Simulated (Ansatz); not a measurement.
Fluorite NdH₂, treated with PBEsol in Ansatz (PAW).

Run with plane-wave cutoff 520 eV, 18×18×18 k mesh, Fermi–Dirac smearing 0.05 eV, spin-polarised with parallel moments, scalar-relativistic PAW data made under PBE.

Cell (relaxed at this level):

```
NdH2
1.0
    0.00000     2.71217     2.71217
    2.71217     0.00000     2.71217
    2.71217     2.71217     0.00000
H Nd
2 1
Direct
  0.25000   0.25000   0.25000
  0.75000   0.75000   0.75000
  0.00000   0.00000   0.00000
```
Starting moments (μB, in the order of the record's atoms H H Nd): 0.0 0.0 3.0.

Q: Estimate the bulk modulus that the calculation returns.

A: 
* **bulk modulus**: 58.2 GPa

The run finds no gap.

Note: the magnetic order was assumed, not searched for or taken from measurement; the bulk modulus is −V dP/dV from two relaxed cells at ±2 % in volume; the relaxation could not lower the start's symmetry, so the cell can be a saddle point above a distorted one; the 4f shell is treated without U or exact exchange, so its levels and filling can be wrong.

Spin–orbit coupling is not included; it can open a gap where bands touch, and shift volumes and moduli.

The computed numbers hold no vibrational or temperature effects.

The result took roughly 60 core-seconds.

Ansatz is a program for electronic structure.
